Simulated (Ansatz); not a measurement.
The reference is La2O3 (space group P-3m1, No. 164).

La2O3 is taken in the trigonal space group P-3m1 (No. 164), Pearson symbol hP5. Conventional cell: a = 3.9404 Å, b = 3.9404 Å, c = 6.1883 Å, α = 90.00°, β = 90.00°, γ = 120.00°. La on 2d is coordinated by 4 O at 2.370–2.462 Å and 3 O at 2.742 Å. O1 on 1a is surrounded by 6 La at 2.742 Å (octahedral). O2 on 2d is surrounded by 4 La at 2.370–2.462 Å (tetrahedral). (Neighbours: up to the widest gap in distance over summed covalent radii, below 1.35, at either atom; cation-cation and far metal-metal contacts left out.)

Levels (all Ansatz, a program for electronic structure, PAW, earlier PAW set): PBE (420 eV, without spin-orbit coupling); r2SCAN (500 eV, without spin-orbit coupling).

Its gap is 3.83 eV with PBE and 4.23 eV with r2SCAN.

Now apply this change: an isotropic linear strain of −5.06 %; the atoms relax in the strained cell.

With PBE the gap becomes 3.70 eV.

If the r2SCAN correction stayed the same, what would the r2SCAN gap be, and what does the r2SCAN run give?

A rigid correction of +0.40 eV gives 4.10 eV. The r2SCAN run gives 4.16 eV, so the correction itself changes by +0.06 eV.

Single points use the geometry relaxed with PBE. No phonon test of stability was made.
